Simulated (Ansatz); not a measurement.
Phonon-limited electron mobility of Si (Fd-3m) in cm²/(V·s), r2SCAN, finite-displacement electron-phonon coupling, linearised Boltzmann equation run with Ansatz (an electronic-structure program). Condition of this run: carrier concentrations 1e17 to 1e20 per cm^3 at 300 and 400 K. Geometry: relaxed with this functional, without spin-orbit coupling.

```json
[
 {"Condition": "300 K, 1e17 cm⁻³", "μ": "[?]"},
 {"Condition": "300 K, 1e18 cm⁻³", "μ": "1460"},
 {"Condition": "300 K, 1e19 cm⁻³", "μ": "1350"},
 {"Condition": "300 K, 1e20 cm⁻³", "μ": "770"},
 {"Condition": "400 K, 1e17 cm⁻³", "μ": "765"},
 {"Condition": "400 K, 1e18 cm⁻³", "μ": "[?]"},
 {"Condition": "400 K, 1e19 cm⁻³", "μ": "716"},
 {"Condition": "400 K, 1e20 cm⁻³", "μ": "462"}
]
```

**Question.** Fill in the missing entries.

**Answer.** 
- 300 K, 1e17 cm⁻³, μ: 1470
- 400 K, 1e18 cm⁻³, μ: 760

Scattering by harmonic phonons alone: no impurities, screening or carrier-carrier scattering, bands fixed at 0 K. From a coarser fine mesh the values given move by up to 1 %.
